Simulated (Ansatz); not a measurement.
# What isotropic strain −0.99 % does to SrTiO3

Start from SrTiO₃ in the cubic perovskite structure (space group Pm-3m, No. 221; a = 3.8914 Å).

Modification: an isotropic linear strain of −0.99 %; the atoms relax in the strained cell.

Level of theory: DFT with PBEsol, PAW potentials and a 420 eV plane-wave cutoff in Ansatz (a first-principles code), no SOC, earlier PAW set. k-mesh 9×9×9 (Γ-centred); smearing 0.05 eV (Fermi–Dirac).

- Volume per atom = 11.44 Å³ (base 11.79 Å³)
- Space group = Pm-3m (No. 221) (base Pm-3m (No. 221))
- Shortest interatomic distance = 1.926 Å (base 1.946 Å)
- Energy relative to the base (free energy F) = +6.3 meV/atom
- Pressure = 5.94 GPa (base 0.00 GPa)
- Band gap = 1.91 eV (base 1.86 eV)
- Gap character = indirect, R → Γ (base indirect, R → Γ)
- Smallest direct gap = 2.22 eV (base 2.19 eV)
- Mean gap deformation potential ΔEg/Δln V = -1.8 eV
- Width of the top valence band = 1.07 eV (base 1.04 eV)

Final structure:

```
CELL_PARAMETERS angstrom
      3.85288     0.00000     0.00000
      0.00000     3.85288     0.00000
      0.00000     0.00000     3.85288
ATOMIC_POSITIONS crystal
  Sr 0.00000 0.00000 0.00000
  Ti 0.50000 0.50000 0.50000
  O  0.00000 0.50000 0.50000
  O  0.50000 0.50000 0.00000
  O  0.50000 0.00000 0.50000
```

No phonon test of stability was made. The final runs are not spin-polarised. Many cubic perovskites are stable only at high temperature; tilts and polar distortions were not tested.
